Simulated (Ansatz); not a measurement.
Band structure of Cu₃Sn (Pmmn, 8 atoms in the cell).

```yaml
crystal:
  lattice:
    - [4.32369, 0.00000, 0.00000]
    - [0.00000, 5.43252, 0.00000]
    - [0.00000, 0.00000, 4.76457]
  atoms:
    - { symbol: Cu, position: [0.50000, 0.00000, 0.30100] }
    - { symbol: Cu, position: [0.00000, 0.50000, 0.69900] }
    - { symbol: Cu, position: [0.00000, 0.75052, 0.15581] }
    - { symbol: Cu, position: [0.00000, 0.24948, 0.15581] }
    - { symbol: Cu, position: [0.50000, 0.74948, 0.84419] }
    - { symbol: Cu, position: [0.50000, 0.25052, 0.84419] }
    - { symbol: Sn, position: [0.50000, 0.50000, 0.34118] }
    - { symbol: Sn, position: [0.00000, 0.00000, 0.65882] }
```

Computed with PBEsol, PAW files made with PBE (plane waves; Ansatz, a quantum-chemistry and plane-wave program).

Settings: kpoints.mp_grid.grid = 4 3 4; hamiltonian.xc = pbesol; hamiltonian.pseudopotentials = {kind: paw} (the program's default PAW files); scf.occupations.method = fermi_dirac; scf.occupations.width = 0.1 eV; kpoints.band_path.npoints = 8.

The starting cell comes from a database of computed structures (which also holds hypothetical and non-ambient phases and stackings), without a prior relaxation at this level. Spin polarisation is off.

Levels in eV from the Fermi level, bands 69 to 76:
| point | 69 | 70 | 71 | 72 | 73 | 74 | 75 | 76 |
|---|---|---|---|---|---|---|---|---|
| Γ | -1.78 | -1.24 | 0.56 | 1.48 | 2.00 | 2.32 | 2.84 | 3.39 |
| X | -1.57 | -1.57 | -1.34 | -1.34 | 1.07 | 1.07 | 4.44 | 4.44 |
| S | -2.01 | -2.01 | -1.74 | -1.74 | 0.81 | 0.81 | 1.87 | 1.87 |
| Y | -1.57 | -0.92 | -0.04 | 0.20 | 0.85 | 1.91 | 3.75 | 4.31 |
| Z | -0.73 | -0.73 | -0.36 | -0.36 | 1.08 | 1.08 | 2.51 | 2.51 |
| U | -0.24 | -0.24 | 0.31 | 0.31 | 1.36 | 1.36 | 1.97 | 1.97 |
| R | -2.36 | -2.36 | -2.20 | -2.20 | 5.16 | 5.16 | 5.53 | 5.53 |
| T | 1.08 | 1.08 | 1.25 | 1.25 | 1.99 | 1.99 | 2.37 | 2.37 |

Bands cross the Fermi level along this path, so the cell is metallic at this level.

Keys are those of Ansatz 0.2.
